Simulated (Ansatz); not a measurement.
**W under a change: biaxial strain −2.00 %, plane normal [001], relaxed out of plane**

Start from W in the bcc (W type) structure (space group Im-3m, No. 229; a = 3.154 Å; relaxed with 0.1 eV smearing). Axes: x, y, z lie along the cube axes.

One thing is altered: biaxial strain −2.00 %, plane normal [001], relaxed out of plane (Cartesian); in-plane vectors clamped, the third vector and the atoms free.

Method: plane-wave PAW DFT at the PBEsol level (Ansatz, a quantum-chemistry and plane-wave program, 420 eV), no SOC. Γ-centred 29×29×29 mesh, Fermi–Dirac width 0.1 eV.

```csv
quantity,base,changed,shift
shortest interatomic distance,2.732 Å,2.711 Å,-0.021 Å
energy relative to the base (free energy F),0 meV/atom,+24 meV/atom,+24 meV/atom
"pressure (mean of the normal stresses, compression positive)",0.0 GPa,8.3 GPa,+8.3 GPa
band gap,zero,zero,–
out-of-plane strain,–,+1.68 %,–
ratio −ε⊥/ε∥,–,0.84,–
mean in-plane stress (compression positive),–,+12.4 GPa,–
```

Whether these cells are dynamically stable was not tested. The final runs are not spin-polarised.
